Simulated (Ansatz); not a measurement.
SiC (model structure, started from the BN type, Pm-3n, No. 223, 12 atoms in the cell), treated with r²SCAN (Ansatz, an electronic-structure program, plane waves, PAW).

Numerical settings: plane-wave cutoff 560 eV, 6×6×6 k mesh, Fermi–Dirac smearing 0.01 eV, scalar-relativistic PAW data made under PBE.

Computed at the level's own relaxed cell.

```
CSi
1.0
    5.32208     0.00000     0.00000
    0.00000     5.32208     0.00000
    0.00000     0.00000     5.32208
Si C
6 6
Cartesian
  1.33052   0.00000   2.66104
  2.66104   1.33052   0.00000
  2.66104   3.99156   0.00000
  3.99156   0.00000   2.66104
  0.00000   2.66104   3.99156
  0.00000   2.66104   1.33052
  1.33052   2.66104   0.00000
  0.00000   1.33052   2.66104
  0.00000   3.99156   2.66104
  3.99156   2.66104   0.00000
  2.66104   0.00000   3.99156
  2.66104   0.00000   1.33052
```

**Question.** List the 33 lowest band energies at Γ above −25 eV (eV, relative to the valence band maximum), grouping those that round alike.

**Answer.** At Γ: -16.03, -13.67 (×2), -11.01 (×3), -8.91 (×2), -7.60, -7.41 (×3), -3.84 (×3), -2.63 (×3), -2.11 (×3), 0.00 (×3), 3.26 (×3), 3.44, 3.78, 5.28 (×3), 6.65.

Note: the relaxation could raise the start's symmetry but not lower it, so the cell can be a saddle point.

A model structure was made by putting elements into a prototype or built by hand; it is no filed structure, need not be a known phase, and can be a saddle point held by its symmetry.
